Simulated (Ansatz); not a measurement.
The starting structures come from a database of crystals and need not be the phases stable at ambient conditions.

Given:

```yaml
crystal:
  lattice:
    - [6.77517, 0.00000, 0.00000]
    - [0.00000, 6.77517, 0.00000]
    - [3.38759, -3.38759, 3.38759]
  atoms:
    - { symbol: Zr, position: [0.12500, 0.12500, 0.25000] }
    - { symbol: Zr, position: [0.37500, 0.37500, 0.75000] }
    - { symbol: Zr, position: [0.25000, 0.87500, 0.50000] }
    - { symbol: Zr, position: [0.75000, 0.62500, 0.50000] }
    - { symbol: Zr, position: [0.87500, 0.75000, 0.00000] }
    - { symbol: Zr, position: [0.62500, 0.25000, 0.00000] }
    - { symbol: N, position: [0.36968, 0.63032, 0.63032] }
    - { symbol: N, position: [0.63032, 0.50000, 0.86968] }
    - { symbol: N, position: [0.50000, 0.00000, 0.63032] }
    - { symbol: N, position: [0.00000, 0.36968, 0.86968] }
    - { symbol: N, position: [0.13032, 0.50000, 0.36968] }
    - { symbol: N, position: [0.86968, 0.13032, 0.13032] }
    - { symbol: N, position: [0.00000, 0.86968, 0.36968] }
    - { symbol: N, position: [0.50000, 0.00000, 0.13032] }
```

Space group of this cell: I-43d. The cell is taken as given; by PBEsol its mean pressure is -5.6 GPa.

Calculation: PBEsol (plane waves, PAW; Ansatz, a quantum-chemistry and plane-wave program).

The current runs along the normal of the first two printed vectors; no spin-orbit coupling. Scaled by the factor s: both lengths across the current (ions clamped). Meshes 10×10×10 and 6×6 across the current in all rows.

| s | mean pressure (GPa) | band gap (eV) |
|---|---|---|
| 0.98 | 5.8 | 0.52 |
| 1.00 | -5.6 | 0.62 |
| 1.02 | -14.7 | ? |

Task: Take the slope of the band gap against ln s from the two given rows, extrapolate to s = 1.02, and say what the run there gives.

Result: Slope = (0.52 − 0.62) / ln 0.98 = 4.95 eV. The line gives 0.62 + (4.95) × ln 1.02 = 0.72 eV. The run gives 0.55 eV, 0.17 eV under the line, 171 % of the predicted step.
